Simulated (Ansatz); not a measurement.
Zr (P6/mmm, No. 191, 6 atoms in the cell; start mp-1077723; another form than the element's usual one) was calculated with PBEsol (plane waves, PAW; Ansatz, a first-principles code).

Numerical settings: plane-wave cutoff 520 eV, 14×14×14 k mesh, Fermi–Dirac smearing 0.05 eV, scalar-relativistic PAW data made under PBE.

Cell (relaxed at this level):

Space group P6/mmm (No. 191); a = 4.973 Å, b = 4.973 Å, c = 3.111 Å, α = 90.00°, β = 90.00°, γ = 120.00°

```json
[
 {"atom": "Zr", "site": "1b", "symmetry": "6/mmm", "x": "0.0000", "y": "0.0000", "z": "0.5000"},
 {"atom": "Zr", "site": "2c", "symmetry": "-6m2", "x": "0.3333", "y": "0.6667", "z": "0.0000"}
]
```
(The calculation used a cell of 6 atoms; values per cell refer to that cell.)

Q: Give the computed bulk modulus B0.

A: 
- bulk modulus B0 = 102 GPa

The run finds no gap.

Note: the bulk modulus is −V dP/dV from two relaxed cells at ±2 % in volume; the relaxation could not lower the start's symmetry, so the cell can be a saddle point above a distorted one.

The result took about 22 core-minutes (a rough figure).

A start named mp-… is a Materials Project structure, which need not be a measured phase.
